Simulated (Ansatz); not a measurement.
The starting structures come from a database of crystals and need not be the phases stable at ambient conditions.

By PBEsol, the system below comes out a metal.

The ballistic (Sharvin) conductance counts the channels at the Fermi level: G/A = (e²/h) × channels of both spins per area.

Input:

```xyz
4
Lattice="3.8958 0.0000 0.0000 0.0000 8.0367 0.0000 1.9479 4.0183 1.9479" Properties=species:S:1:pos:R:3 pbc="T T T"
Pt     1.9479     6.0275     0.0000
Pt     1.9479     2.0092     0.0000
Pt     0.0000     4.0183     0.0000
W      0.0000     0.0000     0.0000
```

Space group of this cell: I4/mmm. The cell is taken as given; by PBEsol its mean pressure is -5.2 GPa.

The current flows along the normal of the first two printed cell vectors, the (100) plane of the conventional cell. No spin-orbit coupling; the value is a mean over 0.1 eV about the Fermi level.

Question: Give the ballistic conductance per area that PBEsol (Ansatz, an electronic-structure program) yields.

Answer: 0.85 × 10¹⁵ S/m² for both spins.
